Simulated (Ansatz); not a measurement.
## ZnO, pressure series

Consider ZnO (space group P4_2/mnm, No. 136; a = 5.516 Å, c = 3.240 Å; a cell from a computed database, its experimental status unchecked).

Cell and atoms are relaxed at each pressure.

All numbers come from Ansatz (a first-principles code) PBEsol, scalar-relativistic without spin-orbit coupling.

```
pressure (GPa)  volume per atom (Å³/atom)
--------------  -------------------------
-2                                 12.519
-1                                 12.418
0                                  12.321
0.3                                12.295
0.7                                     ?
1.5                                12.183
3                                  12.049
5                                  11.878
7.5                                11.672
```

Q: Fit the third-order Birch–Murnaghan form P(V) = (3B₀/2)[(V₀/V)^(7/3) − (V₀/V)^(5/3)]·[1 + (3/4)(B₀′ − 4)((V₀/V)^(2/3) − 1)] (squares taken in P) to the rows shown and predict the withheld row.

A: Least squares on the printed values gives V₀ = 12.323 Å³/atom, B₀ = 130 GPa, B₀′ = 2.4; this predicts 12.257 Å³/atom, and the run gives 12.258 Å³/atom, in agreement.

Load acts through the strain it causes; cell and atoms are relaxed under it. Whether these cells are dynamically stable was not tested. No other phases were tried under pressure. This is not the structure that ZnO has at room temperature and ambient pressure.
